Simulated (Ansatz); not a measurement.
# Element substitutions in CoSi2

The parent structure is CoSi$_{2}$ (space group Fm-3m, No. 225; a = 5.3603 Å; non-magnetic).

Each row replaces one element on all its sites; cell and atoms are relaxed.

Levels (all Ansatz, an electronic-structure program, PAW, earlier PAW set): PBE (420 eV, no spin-orbit coupling); r2SCAN (500 eV, scalar-relativistic without spin-orbit coupling).

The base cell above is that of PBE; each level relaxes its own structures.

| case | lattice parameter a, PBE | lattice parameter a, r2SCAN |
|---|---|---|
| Co → Tl | 6.673 Å | 6.634 Å |
| Co → Hg | 6.379 Å | 6.343 Å |
| Si → C | 4.581 Å | 4.557 Å |
| Co → Ni | 5.444 Å | 5.390 Å |

PBE lies above r2SCAN in every row, by 0.024 Å to 0.054 Å. They put the cases in the same order.

No phonon test of stability was made. As relaxed here, TlSi2, HgSi2 and CoC2 are hypothetical phases, not in the database extracts checked. Starting moments died away, wholly or in part, for the base, Si → C and Co → Ni; another magnetic solution may exist. The final runs are not spin-polarised. An odd electron count without spin: TlSi2, CoSi2 and CoC2.
